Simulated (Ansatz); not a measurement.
The structure below was relaxed with PBEsol (Ansatz, a program for electronic structure, PAW, scalar-relativistic without spin-orbit coupling), earlier PAW set.

```yaml
crystal:
  lattice:
    - [3.44497, 0.00000, 0.00000]
    - [-1.72249, 2.98343, 0.00000]
    - [0.00000, 0.00000, 5.34868]
  atoms:
    - { symbol: Lu, position: [0.33333, 0.66667, 0.75000] }
    - { symbol: Lu, position: [0.66667, 0.33333, 0.25000] }
```

### Question
Find the space group and the Wyckoff positions.

### Answer
Space group P6₃/mmc (No. 194); a = 3.445 Å, b = 3.445 Å, c = 5.349 Å, α = 90.00°, β = 90.00°, γ = 120.00°

| atom | site | symmetry | x | y | z |
|---|---|---|---|---|---|
| Lu | 2d | -6m2 | 0.6667 | 0.3333 | 0.2500 |

Stability against distortions was not tested. The cell was made from Tl by this change: Tl → Lu.
